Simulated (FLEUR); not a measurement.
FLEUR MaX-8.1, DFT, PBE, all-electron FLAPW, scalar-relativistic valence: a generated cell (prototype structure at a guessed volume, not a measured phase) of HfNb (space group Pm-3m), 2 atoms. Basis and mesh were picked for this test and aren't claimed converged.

cell: 3.55, 3.55, 3.55 Å; 90, 90, 90°
task: ground state
k mesh: 7×7×7
jspins: 1
itmax: 100
minDistance: 0.0001 me/bohr^3
fermiSmearingEnergy: 0.004 Hartree
k-points after symmetry: 20
basis functions: 251
bands: 30
symmetry operations: 48
Kmax (1/bohr): 3.6

One run each.

All on 4 ranks. Base settings, kept where nothing else is said: imix = Anderson (default), alpha = 0.05 (default), maxIterBroyd = 15 (default), precondParam = 0 (default). The settings tried:
- maxIterBroyd = 99
- alpha = 0.02
- precondParam = 1.5
- alpha = 0.3
- precondParam = 0.7
- alpha = 0.5
- alpha = 0.2
- imix = Pulay
- maxIterBroyd = 3
- the base settings
- precondParam = 0.5
- maxIterBroyd = 6
- alpha = 0.01
- alpha = 0.1
- precondParam = 1.0
- maxIterBroyd = 30
- imix = aPulay
- imix = straight, alpha = 0.2
- imix = rPulay
- precondParam = 0.3
- imix = pPulay

Q: Name the extremes by iterations: fewest, most, and any that don't converge.

A: Fewest iterations, with those close behind: alpha = 0.5 (11); alpha = 0.3 (12); alpha = 0.2 (13). Most among those that reach the base run's result: imix = straight, alpha = 0.2 (51); maxIterBroyd = 3 (49); imix = pPulay (49). All converged.

```tsv
setting	iterations	end
alpha = 0.5	11	converged
alpha = 0.3	12	converged
alpha = 0.2	13	converged
alpha = 0.1	15	converged
precondParam = 0.3	15	converged
precondParam = 0.5	15	converged
precondParam = 0.7	15	converged
the base settings	16	converged
imix = Pulay	16	converged
imix = rPulay	16	converged
maxIterBroyd = 30	16	converged
maxIterBroyd = 99	16	converged
precondParam = 1.0	17	converged
alpha = 0.01	19	converged
alpha = 0.02	21	converged
maxIterBroyd = 6	21	converged
precondParam = 1.5	21	converged
imix = aPulay	24	converged
imix = pPulay	49	converged
maxIterBroyd = 3	49	converged
imix = straight, alpha = 0.2	51	converged
```
